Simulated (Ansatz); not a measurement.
Abridged Ansatz (a program for electronic structure) output:

```
Relaxation: its limit of steps is 30 (relax.max_steps)
Pseudopotential: Ti, paw, valence charge 12
Pseudopotential: O, paw, valence charge 6
Crystal: 6 atoms, lattice volume = 61.952 Å³
Basis set: ecut = 420 eV, 1185 PW (Γ), exchange–correlation on 64×64×40 points (8 copies of the dense FFT grid, shifted against one another)
Bands: 30, of which v1, the nominal top of the filled ones, is band 24 counted from 1 (23 counted from 0)
Symmetry: 16 space group operations
k-points: 189 of 1600
Functional: x = pbesol(κ = 0.804, μ = 0.12345679012345678), c = pbesol(β = 0.046)
SCF iter   1: F=—  HF=-7203.565809 eV  |F-HF|=—  |Δ(HF+E_count)|=         —  Δρ=4.00e-2  dr2=1.09e0  ethr=1.77e-3  ⟨swp⟩=5.8  Hψ=23234  notcnv=0
SCF iter   2: F=—  HF=-7204.666433 eV  |F-HF|=—  |Δ(HF+E_count)|=    1.10e0  Δρ=9.15e-2  dr2=5.47e0  ethr=1.77e-3  ⟨swp⟩=3.0  Hψ=13438  notcnv=0  defer=274  recentre
SCF 1 converged in 9 iterations: F = -7203.373979 eV  dr2 = 7.00e-11
relax step   1: F+E_penalty+E_count = -7203.37397943 eV  Δ(F+E_penalty+E_count) = +0.000e0 eV  max|allowed force component| = 1.415e-1 eV/Å  Δτ_max = 0.0000 Å  (9 SCF iters, accepted)
Crystal: 6 atoms, lattice volume = 61.952 Å³
SCF iter   1: F=—  HF=-7203.376712 eV  |F-HF|=—  |Δ(HF+E_count)|=         —  Δρ=5.70e-4  dr2=2.02e-4  ethr=4.19e-7  ⟨swp⟩=1.6  Hψ=16289  notcnv=0  defer=278
SCF iter   2: F=—  HF=-7203.376663 eV  |F-HF|=—  |Δ(HF+E_count)|=   4.93e-5  Δρ=3.27e-4  dr2=6.64e-5  ethr=4.19e-7  ⟨swp⟩=2.0  Hψ=9870  notcnv=0  defer=278
SCF 2 converged in 6 iterations: F = -7203.376505 eV  dr2 = 2.85e-10
relax step   2: F+E_penalty+E_count = -7203.37650521 eV  Δ(F+E_penalty+E_count) = -2.526e-3 eV  max|allowed force component| = 8.230e-2 eV/Å  Δτ_max = 0.0040 Å  (6 SCF iters, accepted)
Crystal: 6 atoms, lattice volume = 61.952 Å³
SCF iter   1: F=—  HF=-7203.378060 eV  |F-HF|=—  |Δ(HF+E_count)|=         —  Δρ=7.95e-4  dr2=3.91e-4  ethr=8.24e-6  ⟨swp⟩=2.0  Hψ=12228  notcnv=0  defer=276
SCF iter   2: F=—  HF=-7203.377955 eV  |F-HF|=—  |Δ(HF+E_count)|=   1.05e-4  Δρ=4.32e-4  dr2=1.13e-4  ethr=8.23e-7  ⟨swp⟩=2.5  Hψ=10500  notcnv=0  defer=276
SCF 3 converged in 6 iterations: F = -7203.377806 eV  dr2 = 3.41e-10
relax step   3: F+E_penalty+E_count = -7203.37780582 eV  Δ(F+E_penalty+E_count) = -1.301e-3 eV  max|allowed force component| = 6.306e-4 eV/Å  Δτ_max = 0.0056 Å  (6 SCF iters, accepted)
SCF converged after 6 iterations
Free energy (F): -7203.377806 eV
Internal energy: -7203.374071 eV  (E = F + TS)
E sigma→0 (E₀):  -7203.375938 eV
Entropy (-TS):   -0.003735 eV (-0.623 meV/atom)
Fermi energy:    8.417573 eV
--- Forces (eV/Å), atoms counted from 1 ---
  atom   1  Ti     0.00000000    -0.00000000     0.00000000
  atom   2  Ti    -0.00000000     0.00000000     0.00000000
  atom   3  O     -0.00063059    -0.00063059     0.00000000
  atom   4  O     -0.00063059     0.00063059     0.00000000
  atom   5  O      0.00063059    -0.00063059     0.00000000
  atom   6  O      0.00063059     0.00063059     0.00000000
--- Stress (GPa, compression-positive) ---
        3.879062       0.000000       0.000000
        0.000000       3.879062       0.000000
        0.000000       0.000000       6.783129
  P = ⅓ Tr σ = 4.8471 GPa (48.471 kbar)
--- Relaxed structure (3 steps of the walk, 3 accepted, 0 SCFs on fresh bases) ---
  atoms:
    - { symbol: Ti, position: [6.297317931830474e-20, 1.5743294829576142e-20, 0.0] }
    - { symbol: Ti, position: [0.5, 0.5, 0.5] }
    - { symbol: O, position: [0.30296973974228114, 0.30296973974228114, 0.0] }
    - { symbol: O, position: [0.8029697397422813, 0.1970302602577188, 0.5] }
    - { symbol: O, position: [0.1970302602577188, 0.8029697397422813, 0.5] }
    - { symbol: O, position: [0.6970302602577187, 0.6970302602577187, 0.0] }
```

**Question.** What was computed, and what are the main results?

**Answer.** TiO2, 6 atoms in the cell, with Kohn–Sham DFT with the PBEsol functional, run in Ansatz with PAW and 420 eV plane waves, scalar-relativistic without spin-orbit coupling. The last SCF converged to F = -7203.377806 eV, or -1200.5630 eV per atom. The total energy compares only with runs of the same code, potentials and settings.

Carriers are added with a uniform compensating background; total energy and stress of such cells depend on the potential's zero and are not compared; many-body gap narrowing is missing at this level. No phonon test of stability was made. The final runs are not spin-polarised. The cell was made from TiO₂ in the rutile structure (space group P4_2/mnm, No. 136) by this change: holes 7.0×10^21 cm⁻³.

Keys are those of Ansatz 0.2.
